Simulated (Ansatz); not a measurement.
A calculation on Si₃Mo₅ (I4/mcm, No. 140, 16 atoms in the cell) returned lattice constant a 9.553 Å, lattice parameter c 4.842 Å, equilibrium volume per atom 13.81 Å³/atom.

Problem. Which level of theory produced these numbers?
A) r²SCAN-D4 (Ansatz (a first-principles code))
B) PBEsol (Ansatz)
C) LDA (Ansatz)
D) r²SCAN+rVV10 (Ansatz)

Solution. C, LDA (Ansatz)

The others give: r²SCAN+rVV10 9.626 Å, 4.883 Å, 14.14 Å³/atom; r²SCAN-D4 9.620 Å, 4.879 Å, 14.11 Å³/atom; PBEsol 9.605 Å, 4.870 Å, 14.04 Å³/atom.

Unless a cell is named, each level is at its own relaxed cell (LDA 13.81, PBEsol 14.04, r²SCAN-D4 14.11, r²SCAN+rVV10 14.14 Å³/atom).

Caveats: the relaxation could not lower the start's symmetry, so the cell can be a saddle point above a distorted one (r²SCAN+rVV10, r²SCAN-D4, PBEsol, LDA). Ansatz's density-functional and Hartree–Fock values are scalar-relativistic unless marked +SOC, with PAW data made under PBE.
